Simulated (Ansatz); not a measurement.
**GaN under a change: biaxial strain +0.60 %, plane normal [001], relaxed out of plane**

Base system: GaN in the wurtzite structure (space group P6_3mc, No. 186; a = 3.1826 Å, c = 5.1854 Å). Axes: x lies along a and z along c of the hexagonal cell.

Perturbation: tensile biaxial strain of 0.60 % in the plane normal to [001], as in epitaxy on a mismatched substrate; the out-of-plane cell vector and the atoms relax.

Level of theory: DFT with PBEsol, PAW potentials and a 420 eV plane-wave cutoff in Ansatz (a program for electronic structure), spin-orbit coupling left out. k-mesh 12×12×7 (Γ-centred); smearing 0.05 eV (Fermi–Dirac).

```json
[
 {"quantity": "volume per atom", "base": "11.37 Å³", "changed": "11.47 Å³", "shift": "+0.10 Å³"},
 {"quantity": "space group", "base": "P6_3mc (No. 186)", "changed": "P6_3mc (No. 186)", "shift": "–"},
 {"quantity": "shortest interatomic distance", "base": "1.946 Å", "changed": "1.953 Å", "shift": "+0.007 Å"},
 {"quantity": "pressure (mean of the normal stresses, compression positive)", "base": "0.00 GPa", "changed": "-1.67 GPa", "shift": "-1.67 GPa"},
 {"quantity": "band gap (an upper bound: an edge found on the path is not a true extremum; the changed cell)", "base": "1.88 eV", "changed": "1.84 eV", "shift": "-0.04 eV"},
 {"quantity": "out-of-plane strain", "base": "–", "changed": "-0.29 %", "shift": "–"},
 {"quantity": "mean in-plane stress (compression positive)", "base": "–", "changed": "-2.5 GPa", "shift": "–"}
]
```

No phonon test of stability was made.
